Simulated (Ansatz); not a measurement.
Results of r²SCAN (plane waves, PAW; Ansatz, a first-principles code) for CsCl-type NiAl.

Numerical settings: plane-wave cutoff 600 eV, 16×16×16 k mesh, Fermi–Dirac smearing 0.1 eV, finite displacements, no spin polarisation, scalar-relativistic PAW data made under PBE.

Cell (relaxed at this level):

```xyz
2
Lattice="2.8633 0.0000 0.0000 0.0000 2.8633 0.0000 0.0000 0.0000 2.8633" Properties=species:S:1:pos:R:3 pbc="T T T"
Al     1.4317     1.4317     1.4317
Ni     0.0000     0.0000     0.0000
```

**Question.** What does this level give for the TO(Γ) frequency?

**Answer.** 
TO(Γ) frequency: 309 cm⁻¹
